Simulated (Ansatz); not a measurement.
The starting structures come from a database of crystals and need not be the phases stable at ambient conditions.

Tunnelling through a barrier is set by its complex band structure: the current falls as exp(−2κd) with the smallest κ.

Consider the following.

```yaml
crystal:
  lattice:
    - [5.01366, 0.00000, 0.00000]
    - [0.00000, 8.33782, 0.00000]
    - [0.00000, 0.00000, 10.04337]
  atoms:
    - { symbol: Ba, position: [0.75000, 0.24777, 0.88341] }
    - { symbol: Ba, position: [0.25000, 0.75223, 0.11659] }
    - { symbol: Ba, position: [0.25000, 0.25223, 0.38341] }
    - { symbol: Ba, position: [0.75000, 0.74777, 0.61659] }
    - { symbol: Br, position: [0.75000, 0.02627, 0.16915] }
    - { symbol: Br, position: [0.25000, 0.97373, 0.83085] }
    - { symbol: Br, position: [0.25000, 0.47373, 0.66915] }
    - { symbol: Br, position: [0.75000, 0.52627, 0.33085] }
    - { symbol: Br, position: [0.25000, 0.35665, 0.07131] }
    - { symbol: Br, position: [0.75000, 0.64335, 0.92869] }
    - { symbol: Br, position: [0.75000, 0.14335, 0.57131] }
    - { symbol: Br, position: [0.25000, 0.85665, 0.42869] }
```

Space group of this cell: Pnma. The cell is taken as given.

Transport runs along the normal of the first two printed cell vectors.

No gap correction and no spin-orbit coupling; mid-gap values are interpolated between computed energies.

Question: Give the band gap and the smallest decay constant κ at mid-gap that r2SCAN (Ansatz, an electronic-structure program) yields.

Answer: Gap 4.81 eV on a 6×4×4 mesh; κ = 0.346 1/Å, at the zone centre.
